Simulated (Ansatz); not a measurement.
# As, pressure series

Base system: As in the A7 type structure (space group R-3m, No. 166; layered).

```
CELL_PARAMETERS angstrom
      1.89202     1.09236     3.36884
     -1.89202     1.09236     3.36884
      0.00000    -2.18472     3.36884
ATOMIC_POSITIONS crystal
  As 0.23031 0.23031 0.23031
  As 0.76969 0.76969 0.76969
```

Cell and atoms are relaxed at each pressure.

Level of theory: Ansatz (a first-principles code), PBE-D3(BJ), PAW, cutoff 420 eV, no SOC, earlier PAW set.

Candidates:
(a) pressure 5 GPa
(b) pressure 1.5 GPa
(c) pressure 0.7 GPa
(d) pressure −2 GPa

Base values:

c/a ratio: 2.671

**Question.** Order them by c/a ratio, lowest first.

**Answer.** (a) pressure 5 GPa (2.584), (b) pressure 1.5 GPa (2.637), (c) pressure 0.7 GPa (2.654), (d) pressure −2 GPa (2.745)

The mesh was chosen for an insulator and is coarse for the gapless case. Load acts through the strain it causes; cell and atoms are relaxed under it. No phonon test of stability was made. No other phases were tried under pressure.
